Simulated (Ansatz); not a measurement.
# InP: response to strain

Base system: InP in the zinc blende structure (space group F-43m, No. 216; a = 5.9070 Å).

Strains are applied to the cell and any free atomic positions relax.

Level of theory: r2SCAN, PAW, 500 eV (Ansatz, an electronic-structure program; without spin-orbit coupling).

```csv
isotropic strain (%),band gap (eV)
-3,1.56
-2.5,1.47
-2,1.38
-1.5,1.29
-1,?
-0.5,1.12
0,1.03
```

Q: Fit E_g = E₀ + Dε (ε in %) to the rows shown and predict the withheld row.

A: Least squares on the printed values gives E₀ = 1.03 eV, D = -176 meV per % of strain (largest residual 0.00 eV); this predicts 1.21 eV, and the run gives 1.20 eV, in agreement.

Gaps are read on the SCF mesh and a high-symmetry path. Stability against distortions was not tested.
